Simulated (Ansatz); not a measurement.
# SnC in the rock salt structure (space group Fm-3m, No. 225; a hypothetical phase, not in the database extracts checked)

```cif
data_CSn
_chemical_formula_sum 'C1 Sn1'
_space_group_name_H-M_alt 'P 1'
_space_group_IT_number 1
_cell_length_a 3.39405
_cell_length_b 3.39405
_cell_length_c 3.39405
_cell_angle_alpha 60.000
_cell_angle_beta 60.000
_cell_angle_gamma 60.000
loop_
_space_group_symop_operation_xyz
  'x, y, z'
loop_
_atom_site_label
_atom_site_type_symbol
_atom_site_fract_x
_atom_site_fract_y
_atom_site_fract_z
_atom_site_occupancy
C1 C 0.00000 0.00000 0.00000 1
Sn1 Sn 0.50000 0.50000 0.50000 1
```

All numbers come from DFT with PBE, PAW potentials and a 420 eV plane-wave cutoff in Ansatz (an electronic-structure program), without spin-orbit coupling. Γ-centred 17×17×17 mesh, Fermi–Dirac width 0.05 eV.

```yaml
volume_per_atom: 13.82 Å³
density: 7.85 g/cm³
band_gap: zero
total_energy: -3136.270 eV/atom (σ→0; compares only within this code and set-up)
```

No phonon test of stability was made. The final runs are not spin-polarised.
